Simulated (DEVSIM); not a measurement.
Structure: GaP/Si n-p heterojunction, at 300 K.

Layer 1 from the left is GaP, thickness (μm) 0.120, Nd (cm⁻³) 4.9e17, τn (s) 2.9e-7, τp (s) 2.9e-7. Layer 2 from the left is Si, thickness (μm) 0.560, Na (cm⁻³) 8e15, τn (s) 2.9e-7, τp (s) 2.9e-7.

Left contact: ohmic. Right contact: ohmic. Voltage is applied to the left contact. Recombination: SRH at mid-gap. Mobility is μmin + (μ − μmin)/(1 + (N/Nref)^α).

The device is made up for the run: typed textbook-type constants, with dimensions and the other settings drawn at random. Values at 300 K.

GaP: gap (eV) 2.26, affinity (eV) 3.8, permittivity 11.1, Nc (cm⁻³) 1.8e19, Nv (cm⁻³) 1.9e19, μn (cm²/Vs) 250, μp (cm²/Vs) 150, μn,min 10, μp,min 10, Nref,n 4.4e18, Nref,p 1e18, αn 0.8, αp 0.85. Si: gap (eV) 1.124, affinity (eV) 4.05, permittivity 11.7, Nc (cm⁻³) 2.86e19, Nv (cm⁻³) 3.1e19, μn (cm²/Vs) 1417, μp (cm²/Vs) 470, μn,min 52, μp,min 45, Nref,n 9.7e16, Nref,p 2.2e17, αn 0.68, αp 0.72.

Simulated with DEVSIM: 1D drift-diffusion, Boltzmann statistics, complete ionisation; no tunnelling, impact ionisation, image-force lowering or self-heating. Band offsets follow the typed affinities; no thermionic-emission limit at abrupt steps, no polarisation charge.

**Question.** What does the simulation give for the potential step across the device at zero bias, the dark forward voltage at 100 A/cm², the dark forward voltage at 1 A/cm²?

**Answer.** potential step across the device at zero bias 1.067 V; dark forward voltage at 100 A/cm² 0.647 V; dark forward voltage at 1 A/cm² 0.518 V.
